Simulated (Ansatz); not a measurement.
**Pressure series in hypothetical diamond Ir**

The parent structure is Ir in the diamond structure (space group Fd-3m, No. 227; a = 5.567 Å; a hypothetical phase, not in the database extracts checked).

Cell and atoms are relaxed at each pressure.

Computed with PBE (Ansatz, a first-principles code; PAW; 420 eV plane waves; no spin-orbit coupling).

```csv
P (GPa),V (Å³/atom)
-2.01,21.814
-1.01,21.691
0.30,21.536
0.70,21.490
1.50,21.400
3.00,21.236
5.01,21.029
7.51,20.787
10.01,20.560
```

A third-order Birch–Murnaghan fit to these points gives V₀ = 21.57 Å³/atom, B₀ = 184 GPa and B₀′ = 5.1. At pressure 10 GPa the volume is 95.3 % of V₀.

Load acts through the strain it causes; cell and atoms are relaxed under it. Whether these cells are dynamically stable was not tested. Competing high-pressure phases were not computed. The final runs are not spin-polarised.
